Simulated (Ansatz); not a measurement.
Base system: AlCr2C (space group P6_3/mmc, No. 194; non-magnetic).

```xyz
8
Lattice="2.8118 0.0000 0.0000 -1.4059 2.4351 0.0000 0.0000 0.0000 12.5992" Properties=species:S:1:pos:R:3 pbc="T T T"
Al     0.0000     1.6234     9.4494
Al     1.4059     0.8117     3.1498
Cr     0.0000     1.6234     1.0630
Cr     1.4059     0.8117     7.3626
Cr     1.4059     0.8117    11.5362
Cr     0.0000     1.6234     5.2366
C      0.0000     0.0000     0.0000
C      0.0000     0.0000     6.2996
```

Computed with PBEsol (Ansatz, a program for electronic structure, PAW, without spin-orbit coupling).

For the base:

Largest site moment: 0.00 μB
Magnetic state: non-magnetic
Density: 5.50 g/cm³

It is then changed as follows: every C is replaced by O, then cell and atoms are relaxed.

Question: What happens to the largest site moment, magnetic state and density?

Answer: The largest site moment goes from zero to 1.22 μB; the magnetic state becomes ferromagnetic (base: non-magnetic); the density rises by 0.19 g/cm³ (5.50 g/cm³ → 5.69 g/cm³).

No phonon test of stability was made. As relaxed here, AlCr2O is a hypothetical phase, not in the database extracts checked. Seeded moments were not kept for C → O and the base. No Hubbard U is applied and the magnetic state is the run's own (AlCr2O ferromagnetic); small cells can't hold the antiferromagnetic order that many such compounds have, so gaps and moments can be off. Spin-polarised in the final run: AlCr2O; the other runs are not.
